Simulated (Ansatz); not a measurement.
## A computed series for SiC: response to strain

Take SiC in the wurtzite structure (space group P6_3mc, No. 186; a = 3.0564 Å, c = 5.0158 Å) as the base.

Strains are applied to the cell and any free atomic positions relax.

The values are results of LDA (Ansatz, a quantum-chemistry and plane-wave program; PAW; 420 eV plane waves; no SOC), not measurements.

| case | volume per atom | band gap | smallest direct gap |
|---|---|---|---|
| base | 10.14 Å³ | 2.13 eV | 3.92 eV |
| isotropic strain +0.60 % | 10.33 Å³ | 2.16 eV | 3.88 eV |
| isotropic strain +1.20 % | 10.51 Å³ | 2.19 eV | 3.85 eV |
| isotropic strain +1.80 % | 10.70 Å³ | 2.23 eV | … |
| isotropic strain +2.40 % | 10.89 Å³ | 2.26 eV | 3.78 eV |
| isotropic strain +3.00 % | 11.09 Å³ | … | 3.74 eV |

Task: Some entries are withheld; estimate them.

Result: 
- isotropic strain +1.80 %, smallest direct gap: 3.81 eV
- isotropic strain +3.00 %, band gap: 2.29 eV

Whether these cells are dynamically stable was not tested.
